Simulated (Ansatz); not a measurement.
System: fluorite AuAl2. Method: PBE-D4 in Ansatz (plane waves, PAW).

Run with plane-wave cutoff 500 eV, 16×16×16 k mesh, Fermi–Dirac smearing 0.1 eV, scalar-relativistic PAW data made under PBE.

Computed at the level's own relaxed cell.

Give the computed volume per atom and equilibrium lattice constant a.


* **volume per atom**: 17.97 Å³/atom
* **equilibrium lattice constant a**: 5.997 Å

Spin–orbit coupling is not included; it can shift volumes and moduli of such heavy elements.

Computed values are for the static lattice.

Ansatz is an electronic-structure program.
